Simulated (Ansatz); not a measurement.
# SnSe2, response to strain

Base system: SnSe₂ in the CdI2 type structure (space group P-3m1, No. 164; a = 3.8258 Å, c = 6.2309 Å; layered, stacked along the Cartesian z axis). Axes: x lies along a and z along c of the hexagonal cell.

Strains are applied to the cell and any free atomic positions relax; under biaxial strain the out-of-plane vector relaxes too; under stress the whole cell relaxes.

All numbers come from r2SCAN+rVV10/PAW in Ansatz (a first-principles code), without spin-orbit coupling.

Q: Only one of these has a direct gap. Which?
A. uniaxial stress, 0.5 GPa tension along z
B. uniaxial strain ε_zz = +0.94 %
C. isotropic strain +5.32 %
D. biaxial strain −0.83 %, plane normal [001], relaxed out of plane

A: C, isotropic strain +5.32 %. Computed: isotropic strain +5.32 %: direct at Γ; uniaxial strain ε_zz = +0.94 %: indirect, K–Γ (71 % along) → k = (0, -1/2, 1/3) in the run's primitive reciprocal basis; biaxial strain −0.83 %, plane normal [001], relaxed out of plane: indirect, k = (0, 0.100, 0.167) in the run's primitive reciprocal basis → k = (0, -1/2, 1/3) in the run's primitive reciprocal basis; uniaxial stress, 0.5 GPa tension along z: indirect, k = (0, 0.100, -0.167) in the run's primitive reciprocal basis → k = (0, -1/2, 1/3) in the run's primitive reciprocal basis

Beyond what the load breaks, stability against distortions was not tested.
